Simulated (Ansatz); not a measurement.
SiC (model structure), treated with HSE06 in Ansatz (plane waves, PAW).

Numerical settings: plane-wave cutoff 520 eV, 12×12×4 k mesh (along the axes of the cell as run), Fermi–Dirac smearing 0.03 eV, scalar-relativistic PAW data made under PBE.

Starting structure:

```xyz
6
Lattice="3.7189 0.0000 0.0000 -1.8595 3.2207 0.0000 0.0000 0.0000 8.4435" Properties=species:S:1:pos:R:3 pbc="T T T"
Si    -0.9179     1.5898     5.6290
Si     0.9416     1.6309     0.0000
Si     1.8358     0.0000     2.8145
C     -0.9244     1.6011     1.4073
C      0.9351     1.6196     4.2218
C      1.8488     0.0000     7.0362
```

Q: Into what structure does the relaxation of cell and atoms lead at this level, with the symmetry of the start kept?

A: The volume falls by 44 %; final space group P6_422.
```xyz
6
Lattice="3.0592 0.0000 0.0000 -1.5296 2.6493 0.0000 0.0000 0.0000 7.0166" Properties=species:S:1:pos:R:3 pbc="T T T"
Si    -0.7648     1.3247     4.6778
Si     0.7648     1.3246     0.0000
Si     1.5296     0.0000     2.3389
C     -0.7648     1.3247     1.1694
C      0.7648     1.3246     3.5083
C      1.5296     0.0000     5.8472
```

Note: the relaxation could raise the start's symmetry but not lower it, so the cell can be a saddle point.

A model structure was made by putting elements into a prototype or built by hand; it is no filed structure, need not be a known phase, and can be a saddle point held by its symmetry.

Ansatz is a quantum-chemistry and plane-wave program.
